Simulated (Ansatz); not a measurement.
# Response to strain in BeTe

The reference is BeTe in the zinc blende structure (space group F-43m, No. 216).

```yaml
crystal:
  lattice:
    - [0.00000, 2.77712, 2.77712]
    - [2.77712, 0.00000, 2.77712]
    - [2.77712, 2.77712, 0.00000]
  atoms:
    - { symbol: Be, position: [0.00000, 0.00000, 0.00000] }
    - { symbol: Te, position: [0.25000, 0.25000, 0.25000] }
```

Cartesian axes are those of the cell as printed.

Strains are applied to the cell and any free atomic positions relax; under biaxial strain the out-of-plane vector relaxes too.

Method: Kohn–Sham DFT with the LDA functional, run in Ansatz (a quantum-chemistry and plane-wave program) with PAW and 420 eV plane waves, spin-orbit coupling left out.

| biaxial strain, plane normal [111], relaxed out of plane (%) | out-of-plane strain (%) |
|---|---|
| 0 | 0.00 |
| 0.42 | -0.16 |
| 0.83 | -0.34 |
| 1.25 | -0.51 |
| 1.67 | ? |
| 2.08 | -0.84 |
| 2.5 | -1.01 |

Problem. Fit ε⊥ = −νε + γε² (strains in %) to the rows shown and predict the withheld row.

Solution. Least squares on the printed values gives ν = 0.41 (the biaxial Poisson response) and γ = 0.001 (largest residual 0.01 %); this predicts -0.68 %, and the run gives -0.68 %, in agreement.

Whether these cells are dynamically stable was not tested.
